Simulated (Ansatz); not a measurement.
**Converging zone-centre phonons against the mesh: Cr (P6_3/mmc, 2 atoms in the cell)**

```yaml
crystal:
  lattice:
    - [2.43626, 0.00000, 0.00000]
    - [-1.21813, 2.10986, 0.00000]
    - [0.00000, 0.00000, 4.46821]
  atoms:
    - { symbol: Cr, position: [0.33333, 0.66667, 0.25000] }
    - { symbol: Cr, position: [0.66667, 0.33333, 0.75000] }
```

Method: LDA (PW92), default PAW files made with PBE (plane waves; Ansatz, a program for electronic structure).

Base settings: basis.ecutwfc = 420 eV; kpoints.mp_grid.grid = 15 15 8; hamiltonian.xc = lda; hamiltonian.pseudopotentials = {kind: paw} (the program's default PAW files); scf.occupations.method = gaussian; scf.occupations.width = 0.1 eV.

In this ladder: phonons.method = dfpt.

Frequencies are those of the unrelaxed cell, without the LO-TO term of polar crystals.

Only quantities that move along the ladder and can be compared are tabulated.

Core times come from one kind of shared machine, to one figure; runs under 30 s give none.

The starting cell comes from a database of computed structures (which also holds hypothetical and non-ambient phases and stackings), without a prior relaxation at this level. Its lattice was rescaled by up to half a per cent. Spin polarisation is off. In the base run, with a pressure of about -7 GPa the cell is away from its equilibrium volume at this level.

```csv
kpoints.mp_grid.grid,highest zone-centre frequency (cm⁻¹),core time / last (rough)
4 4 2,355.8,–
5 5 3,340.9,–
6 6 3,347.6,–
8 8 4,339.4,–
10 10 5,344.3,–
12 12 6,341.1,–
15 15 7,339.2,–
18 18 9,343.0,0.09
23 23 11,342.3,0.2
28 28 14,343.5,0.5
35 35 17,342.5,1
```

Coarsest kpoints.mp_grid.grid that holds the highest zone-centre frequency within 10 cm⁻¹ of the last step, with all finer ones: 5 5 3; the step before is off by 13 cm⁻¹.

Keys are those of Ansatz 0.2.
